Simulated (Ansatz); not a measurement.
The parent structure is RuSi (space group P2_13, No. 198; a = 4.690 Å). Axes: x, y, z lie along the cube axes.

The values are results of plane-wave PAW DFT at the PBEsol level (Ansatz, a first-principles code, 420 eV), no spin-orbit coupling, earlier PAW set, not measurements.

Before the change:

| Property | Value |
|---|---|
| Volume per atom | 12.89 Å³ |

Modification: uniaxial stress, 2 GPa tension along x, with the cell and atoms free to relax against it.

### Question
Predict the new energy relative to the base.

### Answer
The energy rises by 0.9 meV/atom.

### Question
What does the calculation give for the mean lateral Poisson ratio after the change?

### Answer
The mean lateral Poisson ratio amounts to 0.35.

### Question
What does the calculation give for the volume per atom after the change?

### Answer
The volume per atom grows by 0.040 Å³, from 12.89 Å³ to 12.94 Å³.

Load acts through the strain it causes; cell and atoms are relaxed under it. Beyond what the load breaks, stability against distortions was not tested.
